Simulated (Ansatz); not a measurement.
Base system: MgS in the rock salt structure (space group Fm-3m, No. 225; a = 5.203 Å). Axes: x, y, z lie along the cube axes.

Method: r2SCAN in Ansatz (plane waves to 500 eV, PAW, spin-orbit coupling left out).

Strains are applied to the cell and any free atomic positions relax; under biaxial strain the out-of-plane vector relaxes too.

One change was made to it. Results:

```tsv
quantity	base	after
pressure (mean of the normal stresses, compression positive)	0.00 GPa	-1.54 GPa
valence-band top at Γ (three highest levels, from the VBM)	0.00, 0.00, 0.00 eV	0.00, 0.00, -0.11 eV
```

Which change produced these results?
(A) biaxial strain +2.00 %, plane normal [001], relaxed out of plane
(B) biaxial strain +2.50 %, plane normal [001], relaxed out of plane
(C) biaxial strain +1.00 %, plane normal [001], relaxed out of plane
(D) biaxial strain +1.50 %, plane normal [001], relaxed out of plane

D, biaxial strain +1.50 %, plane normal [001], relaxed out of plane. For comparison, the valence-band top at Γ in the other runs: biaxial strain +2.50 %, plane normal [001], relaxed out of plane gives 0.00, 0.00, -0.18 eV; biaxial strain +2.00 %, plane normal [001], relaxed out of plane gives 0.00, 0.00, -0.14 eV; biaxial strain +1.00 %, plane normal [001], relaxed out of plane gives 0.00, 0.00, -0.07 eV.

The levels and masses belong to the bands next to the band gap. Stability against distortions was not tested.

Ansatz is a first-principles code.
